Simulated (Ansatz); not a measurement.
Consider the following.

End structure of a constructed model of the (111) surface of fcc Ir, a layer of Ag in place of the third plane (bottom of the slab: a bare face, its two planes held):

```
CELL_PARAMETERS angstrom
      2.73720     0.00000     0.00000
     -1.36860     2.37048     0.00000
      0.00000     0.00000    27.50000
ATOMIC_POSITIONS crystal
  Ir 0.33333 0.66667 0.29595
  Ir 0.66667 0.33333 0.37722
  Ir 0.00000 0.00000 0.45618
  Ag 0.33333 0.66667 0.54484
  Ir 0.66667 0.33333 0.63376
  Ir 0.00000 0.00000 0.71188
```

Set-up: 6 atoms, 11.2 Å thick at the start with caps and adatoms (thin: gaps and levels are the slab's own); mesh 16x16x1; 0.1 eV smearing; dipole correction on; 2 atoms held, the rest relaxed; symmetry of the start imposed; no spin, no spin-orbit, no U. In PBE it lies 0.06 eV a 1x1 cell over the lowest computed structure of the same composition (a layer of Ag in place of the second plane).

Q: What is the computed work function of the top face (PBE in Ansatz, a program for electronic structure)?

A: 5.58 eV
